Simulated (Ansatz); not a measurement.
## Converging the plane-wave cutoff: NiO (R3m, 4 atoms in the cell)

```
CELL_PARAMETERS angstrom
      4.15910     2.07955     2.07955
      2.07955     4.15910     2.07955
      2.07955     2.07955     4.15910
ATOMIC_POSITIONS crystal
  Ni 0.00347 0.00347 0.00347
  Ni 0.50000 0.50000 0.50000
  O  0.25000 0.25000 0.25000
  O  0.75000 0.75000 0.75000
```
Moments meant for the start (each program seeds them in its own way; μB, in the order of the atoms Ni Ni O O): 2.0 -2.0 0.0 0.0.

Level of theory: PBEsol, default PAW files made with PBE (plane waves; Ansatz, a first-principles code).

Base settings: basis.ecutwfc = 420 eV; kpoints.mp_grid.grid = 8 8 8; hamiltonian.xc = pbesol; hamiltonian.pseudopotentials = {kind: paw} (the program's default PAW files); magnetization.spin_polarized = true; scf.occupations.method = fermi_dirac; scf.occupations.width = 0.01 eV.

The second cell is the first with its lattice scaled by 0.98.

The mesh stays at the base's, so the ladder's end is converged at best in this setting alone.

The first pressure column holds Ansatz's estimate of the finite-basis (Pulay) stress, which hides part of the cutoff error; the other is without it.

Only quantities that move along the ladder and can be compared are tabulated.

The magnetic state is not the same in all runs (site moments differ, or a search went on to a lower state), so steps between rows are not convergence errors alone.

The count of work is k-points × plane waves × bands × iterations; it is no time. 

The starting cell has typed, rounded lattice constants, without a prior relaxation at this level. Its lattice was rescaled by up to half a per cent. One atom was moved a little off its site on purpose. The magnetic order is the one reached from the typed start; others were not searched systematically. In the base run, with a pressure of about -6 GPa the cell is away from its equilibrium volume at this level.

Steps (basis.ecutwfc): 145 eV; 170 eV; 190 eV; 210 eV; 230 eV; 250 eV; 295 eV; 335 eV; 380 eV; 420 eV; 460 eV; 505 eV; 565 eV; 630 eV; 735 eV; 840 eV; 1010 eV.

### Question
What is the coarsest basis.ecutwfc that holds the pressure without the Pulay estimate within 1 GPa of the last step, with all finer ones?

### Answer
420 eV, at 0.22 of the last step's count of work; the step before is off by 2.9 GPa.

### Question
What is the coarsest basis.ecutwfc that holds the pressure within 0.5 GPa of the last step, with all finer ones?

### Answer
380 eV, at 0.21 of the last step's count of work; the step before is off by 0.98 GPa.

### Question
What is the coarsest basis.ecutwfc that holds the forces within 0.02 eV/Å of the last step, with all finer ones?

### Answer
335 eV, at 0.19 of the last step's count of work; the step before is off by 0.035 eV/Å.

| basis.ecutwfc | free energy less the last step's (meV/atom) | energy of the compressed cell less the first (meV/atom) | pressure (GPa) | pressure without the Pulay estimate (GPa) | largest difference of a force vector from the last step's (eV/Å) | count of work / last |
|---|---|---|---|---|---|---|
| 145 eV | 64084.63 | 1079.01 | 153.56 | -3719.39 | 0.455 | 0.051 |
| 170 eV | 26840.05 | 187.65 | 39.39 | -1798.16 | 2.398 | 0.062 |
| 190 eV | 13929.63 | -49.05 | -40.96 | -1036.08 | 0.665 | 0.089 |
| 210 eV | 7404.54 | -83.06 | -34.72 | -612.89 | 0.239 | 0.096 |
| 230 eV | 3936.34 | -78.60 | -16.44 | -361.92 | 0.124 | 0.10 |
| 250 eV | 2057.95 | -31.58 | -11.85 | -210.81 | 0.113 | 0.12 |
| 295 eV | 458.11 | -1.08 | -5.81 | -62.01 | 0.035 | 0.14 |
| 335 eV | 105.46 | 5.26 | -4.85 | -20.97 | 0.006 | 0.19 |
| 380 eV | 19.84 | 2.95 | -5.68 | -8.72 | 0.002 | 0.21 |
| 420 eV | 6.19 | 2.22 | -5.79 | -6.56 | 0.000 | 0.22 |
| 460 eV | 2.81 | 2.24 | -5.79 | -6.01 | 0.000 | 0.29 |
| 505 eV | 1.81 | 2.24 | -5.79 | -5.86 | 0.000 | 0.32 |
| 565 eV | 1.33 | 2.20 | -5.80 | -5.85 | 0.000 | 0.41 |
| 630 eV | 0.91 | 2.18 | -5.81 | -5.85 | 0.000 | 0.48 |
| 735 eV | 0.54 | 2.16 | -5.82 | -5.84 | 0.000 | 0.62 |
| 840 eV | 0.26 | 2.14 | -5.82 | -5.85 | 0.000 | 0.73 |
| 1010 eV | 0.00 | 2.12 | -5.83 | -5.83 | 0.000 | 1.0 |

The energy difference between the two cells stays within 1 meV/atom of the last step's from 380 eV on, the total only from 630 eV on: much of the error is common to both cells and cancels.

At the lowest cutoff the pressure without the Pulay estimate lies 3710 GPa under the last step's, the usual sign of Pulay stress in an incomplete plane-wave basis.

Keys are those of Ansatz 0.2.
